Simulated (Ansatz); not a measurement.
## ZnSe, response to strain

Base system: ZnSe in the zinc blende structure (space group F-43m, No. 216; a = 5.633 Å). Axes: x, y, z lie along the cube axes.

Strains are applied to the cell and any free atomic positions relax.

Method: PBEsol, PAW, 420 eV (Ansatz, an electronic-structure program; no spin-orbit coupling).

Notes on the quantities. energy relative to the base: free energy F.

```json
[
 {"change": "base", "band gap": "1.24 eV", "volume per atom": "22.35 Å³", "energy relative to the base": "0 meV/atom"},
 {"change": "uniaxial strain ε_zz = −3.00 %", "band gap": "1.29 eV", "volume per atom": "21.68 Å³", "energy relative to the base": "+5.7 meV/atom"},
 {"change": "uniaxial strain ε_zz = −2.50 %", "band gap": "1.28 eV", "volume per atom": "21.79 Å³", "energy relative to the base": "+4.0 meV/atom"},
 {"change": "uniaxial strain ε_zz = −2.00 %", "band gap": "1.27 eV", "volume per atom": "21.90 Å³", "energy relative to the base": "+2.5 meV/atom"},
 {"change": "uniaxial strain ε_zz = −1.50 %", "band gap": "1.26 eV", "volume per atom": "22.01 Å³", "energy relative to the base": "+1.4 meV/atom"},
 {"change": "uniaxial strain ε_zz = −0.50 %", "band gap": "1.25 eV", "volume per atom": "22.23 Å³", "energy relative to the base": "+0.2 meV/atom"},
 {"change": "uniaxial strain ε_zz = +0.50 %", "band gap": "1.21 eV", "volume per atom": "22.46 Å³", "energy relative to the base": "+0.2 meV/atom"},
 {"change": "uniaxial strain ε_zz = +1.00 %", "band gap": "1.19 eV", "volume per atom": "22.57 Å³", "energy relative to the base": "+0.6 meV/atom"},
 {"change": "uniaxial strain ε_zz = +2.50 %", "band gap": "1.11 eV", "volume per atom": "22.90 Å³", "energy relative to the base": "+3.8 meV/atom"},
 {"change": "uniaxial strain ε_zz = +3.00 %", "band gap": "1.08 eV", "volume per atom": "23.02 Å³", "energy relative to the base": "+5.4 meV/atom"}
]
```

Whether these cells are dynamically stable was not tested.
